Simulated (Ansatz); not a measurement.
The reference is GaCuSe2 in the chalcopyrite structure (space group I-42d, No. 122; a = 5.6718 Å, c = 11.2626 Å). Axes: x, y, z lie along a, b, c of the conventional cell.

All numbers come from PBE (Ansatz, a quantum-chemistry and plane-wave program; PAW; 420 eV plane waves; scalar-relativistic without spin-orbit coupling).

Base values:

```
Quantity                        Result
-----------------------------  -------
Pressure                       0.0 GPa
Shortest interatomic distance  2.430 Å
```

Perturbation: tensile biaxial strain of 3.00 % in the plane normal to [001], as in epitaxy on a mismatched substrate; the out-of-plane cell vector and the atoms relax.

### Question
Predict the new pressure.

### Answer
The pressure (mean of the normal stresses, compression positive) goes from zero to -1.4 GPa.

### Question
How does this affect the energy relative to the base?

### Answer
The energy rises by 9.3 meV/atom.

### Question
What does the calculation give for the shortest interatomic distance after the change?

### Answer
The shortest interatomic distance rises by 0.0286 Å (2.430 Å → 2.458 Å).

Stability against distortions was not tested. The final runs are not spin-polarised.
